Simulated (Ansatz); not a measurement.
The starting structures come from a database of crystals and need not be the phases stable at ambient conditions.

 Where the default PAW files enter, the runs use the earlier of Ansatz's two default sets.

Given:

```yaml
crystal:
  lattice:
    - [3.76694, 0.00000, 0.00000]
    - [1.88347, 6.15358, 0.00000]
    - [0.00000, 1.92833, 6.32896]
  atoms:
    - { symbol: Ti, position: [0.80471, 0.39058, 0.71624] }
    - { symbol: Ti, position: [0.19529, 0.60942, 0.28376] }
    - { symbol: Ti, position: [0.09993, 0.80014, 0.71040] }
    - { symbol: Ti, position: [0.90007, 0.19986, 0.28960] }
    - { symbol: O, position: [0.05835, 0.88330, 0.36998] }
    - { symbol: O, position: [0.94165, 0.11670, 0.63002] }
    - { symbol: O, position: [0.63807, 0.72386, 0.70660] }
    - { symbol: O, position: [0.36193, 0.27614, 0.29340] }
    - { symbol: O, position: [0.13281, 0.73438, 0.00471] }
    - { symbol: O, position: [0.86719, 0.26562, 0.99529] }
    - { symbol: O, position: [0.73651, 0.52698, 0.34750] }
    - { symbol: O, position: [0.26349, 0.47302, 0.65250] }
```

Space group of this cell: C2/m. The cell is taken as given; by r2SCAN its mean pressure is -5.6 GPa.

Computed with r2SCAN (plane waves, PAW; Ansatz, a program for electronic structure).

The current runs along the normal of the first two printed vectors; no spin-orbit coupling. Scaled by the factor s: all lengths (ions clamped). Meshes 8×8×6 and 8×6 across the current in all rows.

| s | mean pressure (GPa) | band gap (eV) |
|---|---|---|
| 0.98 | 7.7 | 3.35 |
| 1.00 | -5.6 | 3.12 |
| 1.02 | -15.6 | ? |

Question: Take the slope of the band gap against ln s from the two given rows, extrapolate to s = 1.02, and say what the run there gives.

Answer: Slope = (3.35 − 3.12) / ln 0.98 = -11.4 eV. The line gives 3.12 + (-11.4) × ln 1.02 = 2.89 eV. The run gives 2.89 eV, as the line does.
